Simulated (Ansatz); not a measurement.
Consider Si in the diamond structure (space group Fd-3m, No. 227; a = 5.444 Å).

One thing is altered: Ge takes the place of Si on all its sites; the structure is relaxed again.

Levels (all Ansatz, a program for electronic structure, PAW): r2SCAN (500 eV, without spin-orbit coupling); HSE06+SOC (420 eV, noncollinear with spin-orbit coupling).

The geometry is relaxed with r2SCAN.

```
Quantity                                    Value
----------------------------  -------------------
r2SCAN band gap                           0.36 eV
r2SCAN valence-band top at Γ  0.00, 0.00, 0.00 eV
```

With HSE06+SOC at the same geometry, the band gap grows by 0.31 eV (0.36 eV → 0.67 eV); the valence-band top at Γ (three highest Kramers pairs, from the VBM) becomes 0.00, 0.00, -0.32 eV (r2SCAN: 0.00, 0.00, 0.00 eV). The threefold valence maximum splits by Δso ≈ 0.32 eV.

Single points use the geometry relaxed with r2SCAN. Differences between runs with and without spin-orbit coupling are approximate. No phonon test of stability was made.
